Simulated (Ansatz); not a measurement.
**A constructed model of the (110) surface of bcc W, a layer of Fe in place of the second plane (bottom of the slab: a bare face, its two planes held)**

Calculation: PBE (plane waves to 420 eV, PAW; Ansatz, a quantum-chemistry and plane-wave program).

Set-up: 6 atoms, 10.9 Å thick at the start with caps and adatoms (thin: gaps and levels are the slab's own); mesh 14x14x1; 0.1 eV smearing; dipole correction on; 2 atoms held, the rest relaxed; held to the start's symmetry, so lower structures may exist; spin-polarised, ending with about 2.0 μB a cell; orders that need a larger cell were not tried, no spin-orbit, no U. It is one candidate, not shown to be the stable structure of the face.

```
Item                                                Result
-----------------------------  ---------------------------
work function of the top face                      5.07 eV
energy released by relaxation                     0.036 eV
magnetic moment of the cell                        1.98 μB
cost                           very roughly 6 core-minutes
```
